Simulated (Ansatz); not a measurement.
Start from GaN in the zinc blende structure (space group F-43m, No. 216; a = 4.4982 Å).

Calculations: r2SCAN (Ansatz, a quantum-chemistry and plane-wave program; PAW; 500 eV plane waves; without spin-orbit coupling), earlier PAW set.

One change was made to it. Results:

The hole mass (degenerate bands, along [100]) goes from 0.18, 0.86, 0.86 mₑ (at Γ) to 0.18, 0.85, 0.85 mₑ (at Γ); the band gap grows by 0.10 eV (2.17 eV → 2.27 eV); the width of the top valence band increases by 0.08 eV, from 3.72 eV to 3.80 eV; the lattice parameter a falls by 2.2 pm (449.8 pm → 447.6 pm).

Question: Name the change that was made.
A. pressure 7.5 GPa
B. pressure −1 GPa
C. pressure 3 GPa
D. pressure 0.3 GPa
E. pressure −2 GPa

Answer: C, pressure 3 GPa. For comparison, the band gap in the other runs: pressure 0.3 GPa gives 2.18 eV; pressure −2 GPa gives 2.10 eV; pressure −1 GPa gives 2.13 eV; pressure 7.5 GPa gives 2.41 eV.

Load acts through the strain it causes; cell and atoms are relaxed under it. Effective masses come from finite differences of ±0.01 Å⁻¹. Stability against distortions was not tested. Tetrahedral semiconductors of this kind turn to denser phases somewhere between about 1 and 50 GPa; those were not computed, so compressed cells here can lie past the real transition. This is not the structure that GaN has at room temperature and ambient pressure.
